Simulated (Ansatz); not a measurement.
A self-consistent single point of CsLuS2 (R3m, 4 atoms in the cell) with Ansatz (a quantum-chemistry and plane-wave program).

Level of theory: PBEsol, default PAW files made with PBE (plane waves; Ansatz).

The change in words: lattice scaled by 0.98; basis.ecutwfc: 420 eV → 565 eV. Reference geometry:
```
CsLuS2
1.0
    1.98803     1.14779     8.02099
   -1.98803     1.14779     8.02099
    0.00000    -2.29558     8.02099
Cs Lu S
1 1 2
Direct
  0.00208   0.00208   0.00208
  0.50000   0.50000   0.50000
  0.77409   0.77409   0.77409
  0.22591   0.22591   0.22591
```

Reference input (self-consistent single point, DFT, PBEsol, plane waves, default PAW files made with PBE): basis.ecutwfc = 420 eV; kpoints.mp_grid.grid = 7 7 7; hamiltonian.xc = pbesol; hamiltonian.pseudopotentials = {kind: paw} (the program's default PAW files); scf.occupations.method = fixed. This run's input differs from it in these lines:

Ansatz 0.2 input:
```diff
@@ -2,5 +2,5 @@
   lattice:
-    - [1.988033, 1.147791, 8.020995]
-    - [-1.988033, 1.147791, 8.020995]
-    - [0.000000, -2.295583, 8.020995]
+    - [1.948272, 1.124835, 7.860575]
+    - [-1.948272, 1.124835, 7.860575]
+    - [0.000000, -2.249671, 7.860575]
   atoms:
@@ -11,3 +11,3 @@
 basis:
-  ecutwfc: 420.0
+  ecutwfc: 565.0
 kpoints:
```

The program printed (abridged):

```
SCF iter   1: F=—  HF=-21974.418690 eV  |F-HF|=—  |Δ(HF+E_count)|=         —  Δρ=4.43e-3  dr2=3.55e-2  ethr=1.77e-3  ⟨swp⟩=4.9  Hψ=4512  notcnv=0  defer=118
all-band conjugate gradients solve this SCF's bands
preconditioner: auto → Resta (q_TF=auto, 2.384 Å⁻¹)
SCF iter   2: F=—  HF=-21974.410269 eV  |F-HF|=—  |Δ(HF+E_count)|=   8.42e-3  Δρ=1.86e-3  dr2=5.59e-3  ethr=7.71e-5  ⟨swp⟩=2.3  Hψ=2005  notcnv=0  defer=128
   [... lines left out ...]
SCF iter   5: F=—  HF=-21974.409175 eV  |F-HF|=—  |Δ(HF+E_count)|=   4.97e-5  Δρ=1.38e-4  dr2=2.27e-5  ethr=4.19e-7  ⟨swp⟩=3.0  Hψ=2196  notcnv=0  defer=111
SCF iter   6: F=—  HF=-21974.409291 eV  |F-HF|=—  |Δ(HF+E_count)|=   1.15e-4  Δρ=3.47e-5  dr2=1.19e-6  ethr=4.93e-8  ⟨swp⟩=2.0  Hψ=2201  notcnv=0  defer=50
SCF iter   7: F=—  HF=-21974.409292 eV  |F-HF|=—  |Δ(HF+E_count)|=   1.09e-6  Δρ=1.49e-5  dr2=1.83e-7  ethr=2.59e-9  ⟨swp⟩=2.0  Hψ=1884  notcnv=0  defer=50
SCF iter   8: F=-21974.409292 eV  HF=-21974.409292 eV  |F-HF|=3.72e-8  |Δ(HF+E_count)|=   1.24e-8  Δρ=2.57e-6  dr2=6.26e-9  ethr=2.17e-10  ⟨swp⟩=11.9  Hψ=7659  notcnv=0
SCF 1 converged in 8 iterations: F = -21974.409292 eV  dr2 = 6.26e-9
Free energy (F): -21974.409292 eV
Internal energy: -21974.409292 eV  (E = F + TS)
E sigma→0 (E₀):  -21974.409292 eV
Fermi energy:    8.388832 eV
--- Forces (eV/Å), atoms counted from 1 ---
  atom   1  Cs     0.00000000     0.00000000    -0.17348615
  atom   2  Lu     0.00000000    -0.00000000     0.13792540
  atom   3  S      0.00000000     0.00000001    -0.40670136
  atom   4  S      0.00000000    -0.00000001     0.44225460
--- Stress (GPa, compression-positive) ---
        2.572141       0.000000       0.000000
        0.000000       2.572141       0.000000
        0.000000       0.000000       2.147556
  P = ⅓ Tr σ = 2.4306 GPa (24.306 kbar)
  The stress holds the Pulay correction. Without it, at fixed plane waves, as pw.x and ABINIT print it: P = 2.4281 GPa
```

The run converged in 8 iterations. Against the reference run the free energy rises by 5.5 meV/atom, the pressure goes from -1.04 to 2.43 GPa, the largest force goes from 0.135 to 0.442 eV/Å and the gap on the mesh goes from 1.950 to 1.792 eV.

The starting cell comes from a database of computed structures (which also holds hypothetical and non-ambient phases and stackings), without a prior relaxation at this level. Its lattice was rescaled by up to half a per cent. One atom was moved a little off its site on purpose. For this run, on top of that: lattice scaled by 0.98. Spin-orbit coupling is off. Ansatz's pressure includes its estimate of the finite-basis (Pulay) stress.
